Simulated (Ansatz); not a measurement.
System: MoPt₂ (Immm, No. 71). Method: r²SCAN-D4 (Ansatz, a program for electronic structure, plane waves, PAW).

Numerical settings: plane-wave cutoff 560 eV, 24×24×24 k mesh, Fermi–Dirac smearing 0.05 eV, no spin polarisation, scalar-relativistic PAW data made under PBE.

Shape and atoms are relaxed at each volume.

Pressure at four volumes; x = ln(V/15.000 Å³). One pressure is withheld.

```
V (Å³/atom)        x  P (GPa)
-----------  -------  -------
14.400       -0.0408        ?
14.700       -0.0202     6.40
15.000        0.0000     0.00
15.600        0.0392   -10.70
```

**Question.** Pass a parabola P(x) through the three rows shown, estimate the bulk modulus and its pressure derivative near zero pressure, and predict the withheld pressure.

**Answer.** Slopes between the rows: (0.00 − (6.40))/(0.0000 − (-0.0202)) = -316.83 and (-10.70 − (0.00))/(0.0392 − (0.0000)) = -272.96 GPa. Their difference over the span 0.0594 is c = 43.87/0.0594 = 738.6 GPa, so P(x) = 6.40 + (-316.83)(x − (-0.0202)) + 738.6 (x − (-0.0202))(x − (0.0000)). At the middle row B = −dP/dx = −[-316.83 + 738.6 × 0.0202] = 301.9 GPa, and B′ = dB/dP = 2c/B = 4.9. At x = -0.0408 the parabola gives 13.55 GPa; the run gives 13.61 GPa. The Birch–Murnaghan fit to the energies at all volumes has B0 = 301 GPa and B′ = 5.0.

Note: the relaxation could not lower the start's symmetry, so the cell can be a saddle point above a distorted one.

Spin–orbit coupling is not included.
